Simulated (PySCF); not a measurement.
PySCF 2.14.0, unrestricted B3LYP/def2-svpd, df: Sr(F) ([F][Sr]), charge 0, multiplicity 2, 2 atoms. The geometry is a generated start, not checked to be a minimum at this level.

| Quantity | Result |
|---|---|
| task | energy |
| method | b3lyp |
| basis | def2-svpd |
| two-electron scheme | density fitting |
| mol.max_memory | 3000 MB |
| mf.max_cycle | 100 |
| mf.init_guess | minao (default) |
| mf.DIIS | CDIIS (default) |
| mf.diis_space | 8 (default) |
| mf.conv_tol | 1e-09 (default) |
| mf.grids.level | 3 (default) |
| effective core potentials | those of the basis set, past Kr |
| basis functions | 49 |
| grid points | 36176 |

```xyz
2

Sr    -0.4938    -0.4477    -0.7065
F      0.4938     0.4477     0.7065
```

Charge 0 and multiplicity 2 are set for this test and not shown to be the ground state.

One run each on 2 threads, 1 BLAS thread. Values of level_shift (Hartree) tried: 0 (default), 0.1, 0.3, 1.

Which value of level_shift (Hartree) needs the fewest Fock builds, and what happens away from it?

Fewest Fock builds: 0 (default) with 13. The count rises to 79 at 1. All converge to one solution.

| level_shift (Hartree) | Fock builds | end |
|---|---|---|
| 0 (default) | 13 | same solution |
| 0.1 | 18 | same solution |
| 0.3 | 32 | same solution |
| 1 | 79 | same solution |
